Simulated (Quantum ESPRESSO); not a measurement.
Input and output of a self-consistent single point for HfMg6Bi (Amm2, 8 atoms in the cell) (Quantum ESPRESSO).

Method of the run: PBEsol, PseudoDojo standard norm-conserving (PBESOL) pseudopotentials (plane waves; Quantum ESPRESSO).

```
HfMg6Bi
1.0
    5.20011     0.00000     0.00000
    0.00000     3.26397     5.49250
    0.00000    -3.26397     5.49250
Mg Hf Bi
6 1 1
Cartesian
  0.00000  -1.63225   6.40349
  0.00000   1.63225   6.40349
  0.00000   0.00000   3.67459
  2.60005  -1.57480   4.61337
  2.60005   1.57480   4.61337
  2.60005   0.00000   1.80407
  2.60005   0.00000   7.31678
  0.00000   0.00000   9.11085
```

Reference input (self-consistent single point, DFT, PBEsol, plane waves, PseudoDojo standard norm-conserving (PBESOL) pseudopotentials): ecutwfc = 85 Ry; occupations = smearing; smearing = cold; degauss = 0.0147 Ry; potentials = {Mg: Mg.upf, Hf: Hf.upf, Bi: Bi.upf}; K_POINTS = automatic 4 3 3 0 0 0; conv_thr = 1e-10 Ry. This run's input differs from it in these lines:

```diff
@@ -12,3 +12,3 @@
     ntyp = 3
-    ecutwfc = 85
+    ecutwfc = 51
     occupations = 'smearing'
```

Output, abridged:

```
     Self-consistent Calculation

     iteration #  1     ecut=    51.00 Ry     beta= 0.70

     Threshold (ethr) on eigenvalues was too large:
     Diagonalizing with lowered threshold

     total energy              =    -986.38174930 Ry
     estimated scf accuracy    <       0.21447811 Ry

     iteration #  2     ecut=    51.00 Ry     beta= 0.70

     total energy              =    -986.33027333 Ry
     estimated scf accuracy    <       0.53095885 Ry

     iteration #  3     ecut=    51.00 Ry     beta= 0.70

     total energy              =    -986.42845856 Ry
     estimated scf accuracy    <       0.11673267 Ry

   [... 8 blocks of this kind left out ...]

     iteration # 12     ecut=    51.00 Ry     beta= 0.70

     total energy              =    -986.44736925 Ry
     estimated scf accuracy    <          1.3E-10 Ry

     iteration # 13     ecut=    51.00 Ry     beta= 0.70
     End of self-consistent calculation

     the Fermi energy is     7.8467 ev

!    total energy              =    -986.44736925 Ry
     estimated scf accuracy    <          1.2E-11 Ry
     smearing contrib. (-TS)   =      -0.00207882 Ry
     internal energy E=F+TS    =    -986.44529043 Ry

     convergence has been achieved in  13 iterations

     Forces acting on atoms (cartesian axes, Ry/au):

     atom    1 type  1   force =     0.00000000    0.00204530    0.00106038
     atom    2 type  1   force =     0.00000000   -0.00204530    0.00106038
     atom    3 type  1   force =     0.00000000    0.00000000   -0.00112445
     atom    4 type  1   force =     0.00000000    0.00074455   -0.00043221
     atom    5 type  1   force =     0.00000000   -0.00074455   -0.00043221
   [... lines left out ...]

     Total force =     0.004301     Total SCF correction =     0.000003

          total   stress  (Ry/bohr**3)                   (kbar)     P=     -918.59
  -0.00628084   0.00000000   0.00000000         -923.94        0.00        0.00
   0.00000000  -0.00624177   0.00000000            0.00     -918.20        0.00
   0.00000000   0.00000000  -0.00621077            0.00        0.00     -913.64

   JOB DONE.
```

The run converged in 13 iterations. Against the reference run the free energy goes up by 2.25 eV/atom, the pressure goes from -1.51 to -91.86 GPa and the largest force goes from 0.054 to 0.059 eV/Å.

The starting cell comes from a database of computed structures (which also holds hypothetical and non-ambient phases and stackings), without a prior relaxation at this level. At the lowered cutoff the pressure carries the error of an incomplete plane-wave basis.

Cost on one core of a shared machine: roughly 2 min.
